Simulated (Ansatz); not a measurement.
## Pressure series in Cs2AgBiBr6

Start from Cs2AgBiBr6 (space group Fm-3m, No. 225).

```
CELL_PARAMETERS angstrom
      0.00000     5.59369     5.59369
      5.59369     0.00000     5.59369
      5.59369     5.59369     0.00000
ATOMIC_POSITIONS crystal
  Bi 0.00000 0.00000 0.00000
  Ag 0.50000 0.50000 0.50000
  Cs 0.25000 0.25000 0.25000
  Cs 0.75000 0.75000 0.75000
  Br 0.25391 0.74609 0.25391
  Br 0.25391 0.74609 0.74609
  Br 0.74609 0.25391 0.74609
  Br 0.74609 0.25391 0.25391
  Br 0.25391 0.25391 0.74609
  Br 0.74609 0.74609 0.25391
```

Cell and atoms are relaxed at each pressure.

Level of theory: Kohn–Sham DFT with the PBEsol functional, run in Ansatz (a first-principles code) with PAW and 420 eV plane waves, no spin-orbit coupling.

Two rows of this table had their results exchanged by mistake.

```tsv
pressure	volume per atom (Å³)	shortest distance (Å)	band gap
pressure −2 GPa	38.76	2.887	1.27 eV
pressure −1 GPa	36.53	2.806	1.17 eV
pressure 0.3 GPa	32.05	2.654	0.94 eV
pressure 0.7 GPa	34.15	2.724	1.05 eV
pressure 1.5 GPa	33.32	2.696	1.01 eV
pressure 3 GPa	34.62	2.740	1.08 eV
pressure 5 GPa	30.70	2.610	0.86 eV
pressure 7.5 GPa	29.38	2.567	0.77 eV
pressure 10 GPa	28.31	2.532	0.68 eV
```

Problem. Which two?

Solution. The rows for pressure 0.3 GPa and pressure 3 GPa: the volume has to fall steadily with pressure, so 34.62 Å³ belongs to pressure 0.3 GPa and 32.05 Å³ to pressure 3 GPa.

Spin-orbit coupling, missing from the scalar runs, can matter with Bi. Load acts through the strain it causes; cell and atoms are relaxed under it. Whether these cells are dynamically stable was not tested. No other phases were tried under pressure.
